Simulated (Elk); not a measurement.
## Convergence study of the k-point mesh at a smearing width of 0.02 eV for Na (Im-3m, 1 atom in the cell)

```yaml
crystal:
  lattice:
    - [-2.14065, 2.14065, 2.14065]
    - [2.14065, -2.14065, 2.14065]
    - [2.14065, 2.14065, -2.14065]
  atoms:
    - { symbol: Na, position: [0.00000, 0.00000, 0.00000] }
```

Computed with PBE, all-electron FP-LAPW, Elk's shipped species files, default APW+lo basis in Elk.

Base settings: xctype = 20; rgkmax = 7; stype = 3; swidth = 0.00367493 Ha; ngridk = 11 11 11.

In this ladder: swidth = 0.000734986 Ha.

Only quantities that move along the ladder and can be compared are tabulated.

The starting cell has typed, rounded lattice constants, without a prior relaxation at this level. Its lattice was rescaled by up to half a per cent. Values depend on the basis (sphere radii, cutoffs, local orbitals), which need not be converged.

```csv
ngridk,free energy less the last step's (meV/atom)
4 4 4,111.58
5 5 5,7.10
6 6 6,35.55
7 7 7,-1.11
8 8 8,9.41
10 10 10,5.51
12 12 12,2.54
14 14 14,0.36
17 17 17,0.37
21 21 21,0.36
26 26 26,0.00
```

Coarsest ngridk that holds the free energy within 2 meV/atom of the last step, with all finer ones: 14 14 14; the step before is off by 2.5 meV/atom.
